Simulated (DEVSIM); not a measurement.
Structure: Mo/SiO2/p-InP capacitor, at 300 K.

Layer 1 from the left is SiO2, thickness (nm) 34.0. Layer 2 from the left is InP, thickness (nm) 19000, Na (cm⁻³) 1.1e15.

Metal gate on the left, work function 4.6 eV. Fixed charge at the semiconductor interface -2.2e11 cm⁻² (in units of +e); no interface traps.

This is a model device: material constants are rounded textbook-type values typed into the input, and sizes, dopings and lifetimes were drawn at random. Values at 300 K.

SiO2: gap (eV) 9, affinity (eV) 0.9, permittivity 3.9. InP: gap (eV) 1.344, affinity (eV) 4.38, permittivity 12.5, Nc (cm⁻³) 5.7e17, Nv (cm⁻³) 1.1e19.

Task: Estimate by hand the flat-band voltage, the threshold voltage, and compare with a numerical solution.

Result: 
- Flat-band voltage: C = 0.102 μF/cm², work-function difference -0.886 V; VFB = φms − qNf/C = -0.54 V; numerical -0.54 V.
- Threshold voltage: φF = 0.472 V, depletion charge √(4εqNφF) = 1.92e-8 C/cm²; VT = VFB + 2φF + Qd/C = 0.59 V; numerical 0.59 V.

Simulated with DEVSIM: 1D Poisson equation in equilibrium, Boltzmann statistics, complete ionisation; no quantum confinement or tunnelling. Metal contacts follow the ideal Schottky-Mott rule: no Fermi-level pinning, no interface dipoles.
